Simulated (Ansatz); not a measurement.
An Ansatz (a quantum-chemistry and plane-wave program) input (DFT with LDA, PAW potentials and a 420 eV plane-wave cutoff in Ansatz, no spin-orbit coupling):

Ansatz 0.2 input:
```yaml
crystal:
  lattice:
    - [0, 1.7591823737, 1.7767741974]
    - [1.7591823737, 0, 1.7767741974]
    - [1.7591823737, 1.7591823737, 0]
  atoms:
    - { symbol: Cu, position: [0, 0, 0] }
basis: { ecutwfc: 420, ecutrho_ratio: 4, xc_grid: 2, fft_grid_basis: typed }
kpoints: { mp_grid: { grid: [32, 32, 32] } }
hamiltonian:
  xc: lda
  dispersion: none
  pseudopotentials: { kind: paw }
scf: { occupations: { method: fermi_dirac, width: 0.1 }, convergence: { dr2_threshold: 0.0000000001 } }
relax: { f_tol: 0.005, max_steps: 50 }
output: { forces: true, stress: true }
checkpoint: { write: state.ck, write_every: 1000 }
```

Which symmetry and how many k-points will the program report, and about how many plane waves at Γ?

Space group I4/mmm (ITA 139) with 16 operations, k-points 2393 of 32768, and 197 plane waves at Γ.

And the final pressure?

-1.83 GPa (compression positive).

The cells carry an imposed strain or load. Stability against distortions was not tested. The final runs are not spin-polarised. The cell was made from Cu in the fcc (Cu type) structure (space group Fm-3m, No. 225) by this change: uniaxial strain ε_zz = +1.00 %.
